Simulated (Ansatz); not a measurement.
Start from ZrIr2 in the cubic Laves (MgCu2 type) structure (space group Fd-3m, No. 227; a = 7.346 Å). Axes: x, y, z lie along the cube axes.

All numbers come from PBEsol/PAW in Ansatz (an electronic-structure program), no spin-orbit coupling.

One thing is altered: every lattice vector is stretched by 1.22 %, atoms relaxed at fixed cell.

### Question
Predict the stress tensor and what it implies for the stiffness.

### Answer
Stress of the strained cell less that of the base (GPa, compression positive):
```
   -9.0     0.0     0.0
    0.0    -9.0     0.0
    0.0     0.0    -9.0
```

Then B = −ΔP/(ΔV/V₀) with ΔV/V₀ = 0.0370 gives secant stiffness values (nonlinear terms included at this strain): B ≈ 244 GPa.

As a check, the harmonic strain energy −½ V₀ Δσ:ε is 17 meV/atom; the computed energy rise is 18 meV/atom.

No phonon test of stability was made. The final runs are not spin-polarised.
